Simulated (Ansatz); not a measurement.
CsCl-type CoGa, treated with PBE-D3(BJ) in Ansatz (PAW).

Input file:

Ansatz 0.2 input:
```yaml
crystal:
  lattice:
    - [2.8871368998, 0.0, 0.0]
    - [0.0, 2.8871368998, 0.0]
    - [0.0, 0.0, 2.8871368998]
  atoms:
    - { symbol: Ga, position: [0.5, 0.5, 0.5] }
    - { symbol: Co, position: [0.0, 0.0, 0.0] }
basis:
  ecutwfc: 520
  ecutrho_ratio: 4
  xc_grid: 2
kpoints:
  mp_grid: { grid: [20, 20, 20] }
hamiltonian:
  xc: pbe
  dispersion: d3bj
  pseudopotentials: { kind: paw }
scf:
  occupations: { method: fermi_dirac, width: 0.05 }
  convergence: { dr2_threshold: 0.0000000002 }
output:
  forces: true
  stress: true
  eigenvalues: true
```

Problem. How many irreducible k-points, plane waves at Γ does the program set up, and what pressure does the run end with?

Solution. 286 irreducible k-points, 619 plane waves at Γ; P = -6.93 GPa, so the cell is stretched on average and its volume would shrink at this level.

Excerpt of the program's output:

```
Crystal: 2 atoms, lattice volume = 24.066 Å³
Basis set: ecut = 520 eV, 619 PW (Γ), exchange–correlation on 48×48×48 points (8 copies of the dense FFT grid, shifted against one another)
Bands: 19, of which v1, the nominal top of the filled ones, is band 15 counted from 1 (14 counted from 0)
Symmetry: 48 space group operations
Space group: Pm-3m (ITA 221), of the structure as read, at distance tolerance 2.9e-5 Å
k-points: 286 of 8000
Functional: x = pbe(κ = 0.804, μ = 0.2195149727645171), c = pbe(β = 0.06672455060314922)
SCF iter   1: F=—  HF=-8910.546008 eV  |F-HF|=—  |Δ(HF+E_count)|=         —  Δρ=2.97e-3  dr2=8.38e-4
SCF iter   2: F=—  HF=-8910.545929 eV  |F-HF|=—  |Δ(HF+E_count)|=   7.90e-5  Δρ=1.27e-3  dr2=1.06e-4
  ...
SCF iter   6: F=—  HF=-8910.545961 eV  |F-HF|=—  |Δ(HF+E_count)|=   5.57e-8  Δρ=3.42e-6  dr2=5.88e-10
SCF iter   7: F=-8910.545961 eV  HF=-8910.545961 eV  |F-HF|=3.64e-12  |Δ(HF+E_count)|=  9.82e-10  Δρ=4.32e-7  dr2=1.79e-11
SCF 1 converged in 7 iterations: F = -8910.545961 eV  dr2 = 1.79e-11
SCF converged after 7 iterations
Free energy (F): -8910.545961 eV
Internal energy: -8910.535176 eV  (E = F + TS)
E sigma→0 (E₀):  -8910.540568 eV
Fermi energy:    16.726166 eV
--- Forces (eV/Å), atoms counted from 1 ---
  atom   1  Ga    -0.00000000    -0.00000000    -0.00000000
  atom   2  Co    -0.00000000    -0.00000000     0.00000000
--- Stress (GPa, compression-positive) ---
       -6.933352       0.000000       0.000000
        0.000000      -6.933352       0.000000
        0.000000       0.000000      -6.933352
  P = ⅓ Tr σ = -6.9334 GPa (-69.334 kbar)
```

The cell is one volume of an energy–volume scan, off the minimum.

Ansatz is a quantum-chemistry and plane-wave program.
